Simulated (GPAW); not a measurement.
A self-consistent single point of AlCr6Si (Pm-3, 8 atoms in the cell) with GPAW.

Computed with LDA (Perdew-Wang 92), GPAW PAW datasets LDA (gpaw-data 1.0.1) (plane waves; GPAW).

```xyz
8
Lattice="4.4380 0.0000 0.0000 0.0000 4.4380 0.0000 0.0000 0.0000 4.4380" Properties=species:S:1:pos:R:3 pbc="T T T"
Al     2.2190     2.2190     2.2190
Cr     0.0000     2.2190     3.3486
Cr     0.0000     2.2190     1.0894
Cr     3.3486     0.0000     2.2190
Cr     1.0894     0.0000     2.2190
Cr     2.2190     3.3486     0.0000
Cr     2.2190     1.0894     0.0000
Si     0.0000     0.0000     0.0000
```

Reference input (self-consistent single point, DFT LDA (Perdew-Wang 92), plane waves, GPAW PAW datasets LDA (gpaw-data 1.0.1)): mode = pw; ecut = 800 eV; xc = LDA; kpts = 5 5 5; mesh shift (steps) = 0 0 0; occupations.name = methfessel-paxton; occupations.width = 0.1 eV; occupations.order = 0; nbands = -12; convergence.density = 1e-05 e/electron; convergence.energy = 1e-05 eV/electron; symmetry.symmorphic = false. This run's input differs from it in these lines:

```diff
@@ -18,3 +18,3 @@
 
-calc = GPAW(mode=PW(800),
+calc = GPAW(mode=PW(560),
             xc='LDA',
```

Output, abridged:

```
     iter     time        total  log10-change:
                         energy   eigst   dens
iter:   1 --:--:--   -87.018260
iter:   2 --:--:--   -85.370786   +0.39  -0.82
iter:   3 --:--:--   -89.378168   -0.07  -0.82
iter:   4 --:--:--   -75.517068   +0.78  -0.76
iter:   5 --:--:--   -83.857202   +0.40  -1.45
   [... 22 lines left out ...]
iter:  28 --:--:--   -75.548826   -3.07  -2.51
iter:  29 --:--:--   -75.545231   -3.23  -2.53
iter:  30 --:--:--   -75.544256   -3.14  -2.70
iter:  31 --:--:--   -75.544360   -3.08  -2.83
iter:  32 --:--:--   -75.544675c  -3.10  -2.92
iter:  33 --:--:--   -75.543927   -3.61  -2.86
   [... lines left out ...]
iter:  68 --:--:--   -75.544104c  -6.66  -4.91
iter:  69 --:--:--   -75.544104c  -6.68  -4.94
iter:  70 --:--:--   -75.544104c  -6.74  -4.93
iter:  71 --:--:--   -75.544104c  -6.84  -4.99
iter:  72 --:--:--   -75.544104c  -6.85  -5.09c
iter:  73 --:--:--   -75.544104c  -6.99  -5.09c
iter:  74 --:--:--   -75.544104c  -7.07  -5.12c
iter:  75 --:--:--   -75.544104c  -7.14  -5.32c
iter:  76 --:--:--   -75.544104c  -7.19  -5.38c
iter:  77 --:--:--   -75.544104c  -7.28  -5.50c
iter:  78 --:--:--   -75.544104c  -7.36  -5.46c
iter:  79 --:--:--   -75.544104c  -7.38  -5.54c
iter:  80 --:--:--   -75.544104c  -7.46c -5.62c
Converged after 80 iterations.

Dipole moment: (-0.000000, -0.000000, -0.000000) |e|*Ang

Energy contributions relative to reference atoms: (reference = -185597.234661)

Kinetic:        -10.335828
Potential:       -8.632230
External:        +0.000000
XC:             -57.239669
Entropy (-ST):   -0.026572
Local:           +0.676909
SIC:             +0.000000
--------------------------
Free energy:    -75.557390
Extrapolated:   -75.544104

Showing only first 2 kpts
 Kpt  Band  Eigenvalues  Occupancy
  0    19     10.52984    2.00000
  0    20     12.53477    0.00000
  0    21     12.53477    0.00000
  0    22     12.53477    0.00000

  1    19     10.69135    2.00000
  1    20     12.19014    0.00000
  1    21     12.42924    0.00000
  1    22     12.43560    0.00000

Fermi level: 11.59611

No gap
   [... lines left out ...]
  2 Cr    0.00000    0.00000   -0.10703
  3 Cr    0.10703    0.00000    0.00000
  4 Cr   -0.10703    0.00000    0.00000
  5 Cr    0.00000    0.10703    0.00000
  6 Cr    0.00000   -0.10703    0.00000
  7 Si   -0.00000   -0.00000   -0.00000

Stress tensor:
    -0.023105     0.000000     0.000000
     0.000000    -0.023105     0.000000
     0.000000     0.000000    -0.023105
Stress (GPa, Voigt): [-3.7019 -3.7019 -3.7019  0.      0.      0.    ]
```

The run converged in 80 iterations. GPAW prints stress with tension positive. Against the reference run the free energy goes up by 17.6 meV/atom, the pressure moves little (3.66 to 3.70 GPa) and the largest force goes from 0.112 to 0.107 eV/Å.

The starting cell comes from a database of computed structures (which also holds hypothetical and non-ambient phases and stackings), without a prior relaxation at this level. Its lattice was rescaled by a random factor within 2.5 % of one. Spin polarisation is off.

Cost on one core of a shared machine: roughly 90 s.
